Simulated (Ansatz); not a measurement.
Mg (R-3m, No. 166, 3 atoms in the cell; start mp-1094122; another form than the element's usual one) was calculated with LDA in Ansatz (plane waves, PAW).

From the output:

```
Relaxation: its limit of steps is 80 (relax.max_steps)
Crystal: 3 atoms, lattice volume = 63.694 Å³
Basis set: ecut = 520 eV, 1715 PW (Γ), FFT grids on a1−a3, a2−a3, a3, exchange–correlation on 48×48×120 points (8 copies of the dense FFT grid, shifted against one another)
Bands: 19, of which v1, the nominal top of the filled ones, is band 15 counted from 1 (14 counted from 0)
Symmetry: 12 space group operations
Space group: R-3m (ITA 166), of the structure as read, at distance tolerance 4.0e-5 Å
k-points: 781 of 8000
Initial density: superposition of atomic densities (chi_scale 0.1, normalization cell)
Functional: x = slater, c = lda
SCF iter   1: F=—  HF=-5704.879122 eV  |F-HF|=—  |Δ(HF+E_count)|=         —  Δρ=1.51e-2  dr2=1.58e-1
SCF iter   2: F=—  HF=-5704.835305 eV  |F-HF|=—  |Δ(HF+E_count)|=   4.38e-2  Δρ=9.45e-3  dr2=7.22e-2
  ...
SCF 1 converged in 6 iterations: F = -5704.805051 eV  dr2 = 8.10e-8
Crystal: 3 atoms, lattice volume = 63.694 Å³
Initial density: handed on by an earlier stage of this run
SCF iter   4: F=—  HF=-5704.805051 eV  |F-HF|=—  |Δ(HF+E_count)|=  2.80e-10  Δρ=4.05e-7  dr2=6.89e-11
SCF iter   5: F=-5704.805051 eV  HF=-5704.805051 eV  |F-HF|=0.00e0  |Δ(HF+E_count)|=  1.64e-11  Δρ=9.27e-8  dr2=4.69e-12
SCF 2 converged in 5 iterations: F = -5704.805051 eV  dr2 = 4.69e-12
SCF converged after 5 iterations
Free energy (F): -5704.805051 eV
Internal energy: -5704.795439 eV  (E = F + TS)
E sigma→0 (E₀):  -5704.800245 eV
Fermi energy:    6.085927 eV
--- Forces (eV/Å), atoms counted from 1 ---
  atom   1  Mg    -0.00000000     0.00000000     0.00000000
  atom   2  Mg    -0.00000000    -0.00000000    -0.00010974
  atom   3  Mg     0.00000000     0.00000000     0.00010974
--- Stress (GPa, compression-positive) ---
        0.839707      -0.000000      -0.000000
       -0.000000       0.839707      -0.000000
       -0.000000      -0.000000       0.812793
  P = ⅓ Tr σ = 0.8307 GPa (8.307 kbar)
```

Problem. Write an input file that could have produced this run (the log leaves some choices open).

Solution. One answer among several that fit: 
Ansatz 0.2 input:
```yaml
crystal:
  lattice:
    - [1.5532401477, 0.8967636174, 7.6213500184]
    - [-1.5532401477, 0.8967636174, 7.6213500184]
    - [0.0, -1.7935272348, 7.6213500184]
  atoms:
    - { symbol: Mg, position: [0.0, 0.0, 0.0] }
    - { symbol: Mg, position: [0.2220329836, 0.2220329836, 0.2220329836] }
    - { symbol: Mg, position: [0.7779670164, 0.7779670164, 0.7779670164] }
basis:
  ecutwfc: 520
  ecutrho_ratio: 4
  xc_grid: 2
kpoints:
  mp_grid: { grid: [20, 20, 20] }
hamiltonian:
  xc: lda
  dispersion: none
  pseudopotentials: { azcp: { folder: ./paw }, kind: paw }
scf:
  occupations: { method: fermi_dirac, width: 0.05 }
output:
  forces: true
  stress: true
  eigenvalues: true
relax:
  f_tol: 0.004
  escape_saddle: false
  max_steps: 80
  cell: { stress_tol: 0.02, fix: [volume] }
```

The cell is one volume of an energy–volume scan, off the minimum.

The PAW data were made under PBE.

Note: the relaxation could not lower the start's symmetry, so the cell can be a saddle point above a distorted one.

It cost very roughly 70 core-seconds of CPU time.

A start named mp-… is a Materials Project structure, which need not be a measured phase.

Ansatz is a program for electronic structure.
